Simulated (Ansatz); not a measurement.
Base system: BN in the zinc blende structure (space group F-43m, No. 216).

```yaml
crystal:
  lattice:
    - [0.00000, 1.79027, 1.79027]
    - [1.79027, 0.00000, 1.79027]
    - [1.79027, 1.79027, 0.00000]
  atoms:
    - { symbol: B, position: [0.00000, 0.00000, 0.00000] }
    - { symbol: N, position: [0.25000, 0.25000, 0.25000] }
```

Cartesian axes are those of the cell as printed.

Calculations: LDA (Ansatz, a quantum-chemistry and plane-wave program, PAW, spin-orbit coupling left out).

Strains are applied to the cell and any free atomic positions relax.

One change was made to it. Results:

The energy grows by 4.4 meV/atom; the smallest direct gap falls by 0.37 eV (8.83 eV → 8.46 eV).

Task: Name the change that was made.
(A) tensor shear ε_xy = +1.43 %
(B) tensor shear ε_xy = +0.86 %
(C) tensor shear ε_xy = +2.00 %
(D) tensor shear ε_xy = +1.14 %

Result: D, tensor shear ε_xy = +1.14 %. For comparison, the energy relative to the base in the other runs: tensor shear ε_xy = +2.00 % gives +14 meV/atom; tensor shear ε_xy = +0.86 % gives +2.5 meV/atom; tensor shear ε_xy = +1.43 % gives +7.0 meV/atom.

No phonon test of stability was made.
